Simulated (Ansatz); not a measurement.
## Element substitutions in Cs2PtH6

Take Cs2PtH6 (space group Fm-3m, No. 225; a cell from a computed database, its experimental status unchecked) as the base.

```cif
data_H6Cs2Pt
_chemical_formula_sum 'Cs2 H6 Pt1'
_space_group_name_H-M_alt 'P 1'
_space_group_IT_number 1
_cell_length_a 6.34805
_cell_length_b 6.34805
_cell_length_c 6.34805
_cell_angle_alpha 60.000
_cell_angle_beta 60.000
_cell_angle_gamma 60.000
loop_
_space_group_symop_operation_xyz
  'x, y, z'
loop_
_atom_site_label
_atom_site_type_symbol
_atom_site_fract_x
_atom_site_fract_y
_atom_site_fract_z
_atom_site_occupancy
Cs1 Cs 0.75000 0.75000 0.75000 1
Cs2 Cs 0.25000 0.25000 0.25000 1
H1 H 0.81715 0.81715 0.18285 1
H2 H 0.18285 0.18285 0.81715 1
H3 H 0.18285 0.81715 0.81715 1
H4 H 0.81715 0.18285 0.18285 1
H5 H 0.81715 0.18285 0.81715 1
H6 H 0.18285 0.81715 0.18285 1
Pt1 Pt 0.00000 0.00000 0.00000 1
```

Each row replaces one element on all its sites; cell and atoms are relaxed.

Computed with Ansatz (a program for electronic structure) r2SCAN, spin-orbit coupling left out.

| change | band gap | density |
|---|---|---|
| base | 4.25 eV | 4.29 g/cm³ |
| Cs → K | 4.36 eV | 3.47 g/cm³ |
| Pt → S | 0.98 eV | 2.59 g/cm³ |
| H → Li | zero | 2.28 g/cm³ |

Spin-orbit coupling, missing from the scalar runs, can matter with Pt. Stability against distortions was not tested. As relaxed here, Cs2H6S and Cs2Li6Pt are hypothetical phases, not in the database extracts checked. For K2PtH6 in this form, whether it has been made was not checked. All final runs are without spin polarisation. Cs2Li6Pt has a high density of states at the Fermi level and may be magnetic at this level.
